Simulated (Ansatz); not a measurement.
A computed series for SiC: pressure series

Consider SiC in the wurtzite structure (space group P6_3mc, No. 186).

```yaml
crystal:
  lattice:
    - [3.09192, 0.00000, 0.00000]
    - [-1.54596, 2.67768, 0.00000]
    - [0.00000, 0.00000, 5.07421]
  atoms:
    - { symbol: Si, position: [0.66667, 0.33333, 0.00052] }
    - { symbol: Si, position: [0.33333, 0.66667, 0.50052] }
    - { symbol: C, position: [0.66667, 0.33333, 0.62468] }
    - { symbol: C, position: [0.33333, 0.66667, 0.12468] }
```

Cell and atoms are relaxed at each pressure.

Levels (all Ansatz, an electronic-structure program, PAW, earlier PAW set): PBE (420 eV, scalar-relativistic without spin-orbit coupling); r2SCAN (500 eV, no spin-orbit coupling).

The base cell above is that of PBE; each level relaxes its own structures.

```json
[
 {"case": "pressure −2 GPa", "shift of the gap caused by the change, PBE": "+0.02 eV", "shift of the gap caused by the change, r2SCAN": "…"},
 {"case": "pressure −1 GPa", "shift of the gap caused by the change, PBE": "+0.01 eV", "shift of the gap caused by the change, r2SCAN": "…"},
 {"case": "pressure 3 GPa", "shift of the gap caused by the change, PBE": "-0.02 eV", "shift of the gap caused by the change, r2SCAN": "…"},
 {"case": "pressure 7 GPa", "shift of the gap caused by the change, PBE": "-0.06 eV", "shift of the gap caused by the change, r2SCAN": "-0.04 eV"},
 {"case": "pressure 15 GPa", "shift of the gap caused by the change, PBE": "-0.11 eV", "shift of the gap caused by the change, r2SCAN": "-0.09 eV"},
 {"case": "pressure 30 GPa", "shift of the gap caused by the change, PBE": "-0.21 eV", "shift of the gap caused by the change, r2SCAN": "-0.16 eV"},
 {"case": "pressure 50 GPa", "shift of the gap caused by the change, PBE": "-0.31 eV", "shift of the gap caused by the change, r2SCAN": "-0.24 eV"},
 {"case": "pressure 75 GPa", "shift of the gap caused by the change, PBE": "-0.42 eV", "shift of the gap caused by the change, r2SCAN": "-0.33 eV"},
 {"case": "pressure 100 GPa", "shift of the gap caused by the change, PBE": "-0.51 eV", "shift of the gap caused by the change, r2SCAN": "…"}
]
```

Question: What belongs in the blanks?

Answer: 
- pressure −2 GPa, shift of the gap caused by the change, r2SCAN: +0.01 eV
- pressure −1 GPa, shift of the gap caused by the change, r2SCAN: +0.01 eV
- pressure 3 GPa, shift of the gap caused by the change, r2SCAN: -0.02 eV
- pressure 100 GPa, shift of the gap caused by the change, r2SCAN: -0.40 eV

The two levels differ by at most about 0.11 eV. Near ties aside, they put the cases in the same order.

Load acts through the strain it causes; cell and atoms are relaxed under it. Whether these cells are dynamically stable was not tested. No other phases were tried under pressure.
